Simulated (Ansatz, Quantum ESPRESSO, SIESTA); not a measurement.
One structure in several programs: Tl2Rh3S2 (P1, 7 atoms in the cell)

Self-consistent single point, at a second geometry (atoms moved at random). First geometry:

```xyz
7
Lattice="2.8479 1.6442 4.6982 -2.8479 1.6442 4.6982 0.0000 -3.2885 4.6982" Properties=species:S:1:pos:R:3 pbc="T T T"
Tl     0.0000     0.0000     0.0000
Tl     0.0000     0.0000     7.0473
Rh     1.4239     0.8221     2.3491
Rh    -1.4239     0.8221     2.3491
Rh     0.0000    -1.6442     2.3491
S      0.0000     0.0000    10.1441
S      0.0000     0.0000     3.9505
```

Second geometry:
```
Tl2Rh3S2
1.0
    2.84789     1.64423     4.69821
   -2.84789     1.64423     4.69821
    0.00000    -3.28845     4.69821
Tl Rh S
2 3 2
Cartesian
 -0.03323   0.04855   0.09765
 -0.00538   0.00902   7.03124
  1.42026   0.80939   2.27524
 -1.35203   0.78655   2.35713
 -0.00596  -1.67222   2.30866
 -0.02591   0.01010  10.11685
  0.00225   0.00860   4.00246
```

Shared settings, as Ansatz (a program for electronic structure) writes them: kpoints.mp_grid.grid = 5 5 5; scf.occupations.method = fermi_dirac; scf.occupations.width = 0.1 eV. Potentials and cutoffs stand in the table.

```tsv
code	model	ΔF from the first geometry (meV/atom)	pressure (GPa)	largest force (eV/Å)	cutoff
Ansatz	PBEsol, PAW files made with PBE	33.8	-3.81	1.510	420 eV
SIESTA	GGA PBEsol, numerical atomic orbitals DZP, PseudoDojo PBEsol standard norm-conserving potentials (rewritten from UPF to PSML)	31.7	-2.35	1.719	grid 350 Ry
Quantum ESPRESSO	PBEsol, GBRV 1.5 ultrasoft (PBESOL) pseudopotentials	33.6	-5.06	1.519	40 Ry
```

Size of the force on each atom (eV/Å): Sizes of forces hide their directions.

```tsv
code	Tl1	Tl2	Rh3	Rh4	Rh5	S6	S7
Ansatz	1.303	0.093	0.966	1.510	0.832	0.813	1.103
SIESTA	1.500	0.104	1.103	1.719	0.957	0.703	0.726
Quantum ESPRESSO	1.301	0.094	0.969	1.519	0.838	0.798	1.081
```

On Ansatz's run: spin-orbit coupling is off. Spin polarisation is off; with an odd number of electrons in the cell that forces a metal, and a magnetic state may lie lower.

The spread over the programs that give each value: ΔF from the first geometry within 2.1 meV/atom; pressure within 2.71 GPa; largest force within 0.209 eV/Å.

SIESTA uses small atom-centred bases, whose incompleteness enters pressures, forces and empty levels differently from a plane-wave cutoff. Ansatz's pressure is given at a fixed set of plane waves, as the other plane-wave codes print theirs; with its correction for the finite basis it is -3.76 GPa. In the pressure, SIESTA (by 2.09) lies more than 1 GPa from the median of the plane-wave programs. In the force vectors, SIESTA (by 0.538) lies more than 0.08 eV/Å from the median of the plane-wave programs.

The starting cell comes from a database of computed structures (which also holds hypothetical and non-ambient phases and stackings), without a prior relaxation at this level. For this run, on top of that: atoms moved at random.

Keys are those of Ansatz 0.2.
